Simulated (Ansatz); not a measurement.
The parent structure is AlN in the zinc blende structure (space group F-43m, No. 216).

Levels (all Ansatz, a first-principles code, PAW): PBE (420 eV, scalar-relativistic without spin-orbit coupling); PBEsol (420 eV, no SOC); HSE06 (420 eV, no SOC).

Levels that relaxed their own cell: PBE and PBEsol.

Measured: band gap 5.34 eV (temperature not stated; as listed in Daiki Deguchi et al., Japanese Journal of Applied Physics (2016)).

**Question.** What do the calculations give for these quantities, and how do they miss?

**Answer.** 
```json
[
 {"level": "PBE", "band gap": "3.31 eV"},
 {"level": "PBEsol", "band gap": "3.19 eV"},
 {"level": "HSE06", "band gap": "4.55 eV"}
]
```

Computed minus measured — band gap: PBE -2.03 eV, PBEsol -2.15 eV, HSE06 -0.79 eV (closest: HSE06). Measured values not marked as corrected hold thermal and zero-point effects that the static-lattice runs lack. A measured gap can be an optical one, lowered by exciton binding.

Single points use the geometry relaxed with PBEsol. HSE06 gaps are upper bounds (no full band path). Whether these cells are dynamically stable was not tested. This is not the structure that AlN has at room temperature and ambient pressure.
